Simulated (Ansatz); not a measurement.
Start from In$_{2}$Si$_{2}$O$_{7}$ (space group C2/m, No. 12; a = 6.6320 Å, b = 8.6496 Å, c = 4.7251 Å, α = γ = 90.00°, β = 102.67°).

The values are results of PBEsol (Ansatz, an electronic-structure program), no SOC, not measurements.

Before the change:

The valence-band top at Γ is 0.00, -0.44, -0.54 eV and the volume per atom is 12.02 Å³.

Perturbation: cell and atoms relaxed at a pressure of 3 GPa.

### Question
What does the calculation give for the mean gap deformation potential ΔEg/Δln V, valence-band top at Γ and volume per atom after the change?

### Answer
The mean gap deformation potential ΔEg/Δln V amounts to -7.5 eV; the valence-band top at Γ (three highest levels, from the VBM) becomes 0.00, -0.46, -0.53 eV (base: 0.00, -0.44, -0.54 eV); the volume per atom falls by 0.22 Å³ (12.02 Å³ → 11.80 Å³).

Load acts through the strain it causes; cell and atoms are relaxed under it. Stability against distortions was not tested.
